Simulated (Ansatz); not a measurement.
Cubic perovskite KMgF₃ was calculated with LDA in Ansatz (plane waves, PAW).

Run with plane-wave cutoff 520 eV, 8×8×8 k mesh, Fermi–Dirac smearing 0.01 eV, scalar-relativistic PAW data made under PBE.

Pressure at four volumes; x = ln(V/11.938 Å³). One pressure is withheld.

```tsv
V (Å³/atom)	x	P (GPa)
11.222	-0.0619	?
11.461	-0.0408	3.87
11.938	0.0000	0.01
12.655	0.0583	-4.39
```

Problem. Pass a parabola P(x) through the three rows shown, estimate the bulk modulus and its pressure derivative near zero pressure, and predict the withheld pressure.

Solution. Slopes between the rows: (0.01 − (3.87))/(0.0000 − (-0.0408)) = -94.61 and (-4.39 − (0.01))/(0.0583 − (0.0000)) = -75.47 GPa. Their difference over the span 0.0991 is c = 19.14/0.0991 = 193.1 GPa, so P(x) = 3.87 + (-94.61)(x − (-0.0408)) + 193.1 (x − (-0.0408))(x − (0.0000)). At the middle row B = −dP/dx = −[-94.61 + 193.1 × 0.0408] = 86.7 GPa, and B′ = dB/dP = 2c/B = 4.5. At x = -0.0619 the parabola gives 6.12 GPa; the run gives 6.15 GPa. The Birch–Murnaghan fit to the energies at all volumes has B0 = 86.2 GPa and B′ = 4.5.

Measured, for comparison: bulk modulus 75.1 GPa (room temperature, no zero-point or thermal correction, sources range from 71.2 to 75.1; as tabulated in Vaitheeswaran et al. (2007), arXiv:cond-mat/0703621). Computed less measured: bulk modulus +15 % (+15 % to +21 % over the range).

Note: the relaxation could not lower the start's symmetry, so the cell can be a saddle point above a distorted one.

Ansatz is an electronic-structure program.
